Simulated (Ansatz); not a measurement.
Here is the system:

```
Ca
1.0
    3.78068     0.00000     0.00000
    0.00000     3.78068     0.00000
    1.89034    -1.89034     2.79726
Ca
1
Direct
  0.00000   0.00000   0.00000
```

No spin polarisation.

Computed with Ansatz (a first-principles code) PBEsol, without spin-orbit coupling. k-mesh 21×21×21 (Γ-centred); smearing 0.1 eV (Fermi–Dirac).

**Question.** Predict the space group, band gap and in-plane stress.

**Answer.** The space group comes out as I4/mmm (No. 139) and the band gap comes out as zero. The mean in-plane stress (compression positive) comes out as +0.4 GPa.

The cells carry an imposed strain or load. No phonon test of stability was made. The cell was made from Ca in the fcc (Cu type) structure (space group Fm-3m, No. 225) by this change: biaxial strain −2.00 %, plane normal [001], relaxed out of plane.
